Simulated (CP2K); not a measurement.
CP2K run on GaN (F-43m, 2 atoms in the cell): self-consistent single point.

Level of theory: PBE, GPW, DZVP-MOLOPT-SR-GTH basis, GTH-PBE potentials (GTH_POTENTIALS) (CP2K 2026.2).

The change in words: lattice scaled by 0.98. Reference geometry:
```
CELL_PARAMETERS angstrom
      3.19612     0.00000     0.00000
      1.59806     2.76792     0.00000
      1.59806     0.92264     2.60962
ATOMIC_POSITIONS crystal
  Ga 0.00000 0.00000 0.00000
  N  0.25000 0.25000 0.25000
```

Reference input (self-consistent single point, DFT PBE, GPW, DZVP-MOLOPT-SR-GTH basis, GTH-PBE potentials (GTH_POTENTIALS)): CUTOFF = 600 Ry; REL_CUTOFF = 50 Ry; SMEAR/METHOD = FERMI_DIRAC; ELECTRONIC_TEMPERATURE = 116.05 K; KPOINTS/SCHEME = MONKHORST-PACK 13 13 13; XC_FUNCTIONAL = PBE; Ga/BASIS_SET = DZVP-MOLOPT-SR-GTH-q13; Ga/POTENTIAL = GTH-PBE-q13; N/BASIS_SET = DZVP-MOLOPT-SR-GTH-q5; N/POTENTIAL = GTH-PBE-q5; METHOD = GPW; EPS_DEFAULT = 1e-10. This run's input differs from it in these lines:

```diff
@@ -63,4 +63,4 @@
     &CELL
-      ABC 3.19612300 3.19612213 3.19612227
-      ALPHA_BETA_GAMMA 60.00000235 60.00000281 60.00000138
+      ABC 3.13220000 3.13220020 3.13220026
+      ALPHA_BETA_GAMMA 60.00000814 60.00000275 60.00000211
       PERIODIC XYZ
@@ -69,3 +69,3 @@
       Ga       0.00000000     0.00000000     0.00000000
-      N        1.59806125     0.92264100     0.65240575
+      N        1.56610000     0.90418825     0.63935775
     &END COORD
```

Output (repeated stretches shortened):

```
 SCF WAVEFUNCTION OPTIMIZATION

  Step     Update method      Time    Convergence         Total energy    Change
     1 NoMix/Diag. 0.40E+00      -     1.78243437       -84.7383934342 -8.47E+01
     2 Broy./Diag. 0.40E+00      -     0.26842596       -83.3570590500  1.38E+00
     3 Broy./Diag. 0.40E+00      -     0.07645053       -84.3863380877 -1.03E+00
     4 Broy./Diag. 0.40E+00      -     0.01050802       -84.5574753853 -1.71E-01
     5 Broy./Diag. 0.40E+00      -     0.00138150       -84.5604406209 -2.97E-03
     6 Broy./Diag. 0.40E+00      -     0.00130439       -84.5631442273 -2.70E-03
   [... 2 lines left out ...]
     9 Broy./Diag. 0.40E+00      -     0.00001510       -84.5663568097 -3.54E-04
    10 Broy./Diag. 0.40E+00      -     0.00000195       -84.5663348509  2.20E-05
    11 Broy./Diag. 0.40E+00      -     0.00000162       -84.5663243110  1.05E-05
    12 Broy./Diag. 0.40E+00      -     0.00000010       -84.5663242701  4.08E-08
  *** SCF run converged in    12 steps ***

  Overlap energy of the core charge distribution:               0.00000001106266
  Self energy of the core charge distribution:               -122.14453681889931
  Core Hamiltonian energy:                                     36.77213125771164
  Hartree energy:                                              13.65756026482507
  Exchange-correlation energy:                                -12.85147898483806
  Electronic entropic energy:                                  -0.00000000000000
  Fermi energy:                                                 0.28003400960285

  Total energy:                                               -84.56632427013798
  Total energy (extrapolated to T->0):                        -84.56632427013798

                     Mulliken Population Analysis

   [... lines left out ...]

 STRESS| Analytical stress tensor [bar]
 STRESS|                        x                   y                   z
 STRESS|      x        1.91258054824E+05  -7.37264030297E+00  -5.21318442319E+00
 STRESS|      y       -7.37264030297E+00   1.91265878639E+05  -2.73789411259E+00
 STRESS|      z       -5.21318442319E+00  -2.73789411259E+00   1.91267418064E+05
 STRESS| 1/3 Trace                                             1.91263783842E+05
```

The run converged in 12 iterations. Against the reference run the free energy goes up by 51.1 meV/atom, the pressure goes from 5.70 to 19.13 GPa and the gap on the mesh goes from 1.654 to 2.051 eV.

The starting cell has typed, rounded lattice constants, without a prior relaxation at this level. For this run, on top of that: lattice scaled by 0.98. Values carry the incompleteness of an atom-centred basis. With a pressure of about 19 GPa the cell is away from its equilibrium volume at this level.

Cost on one core of a shared machine: roughly 4 min.
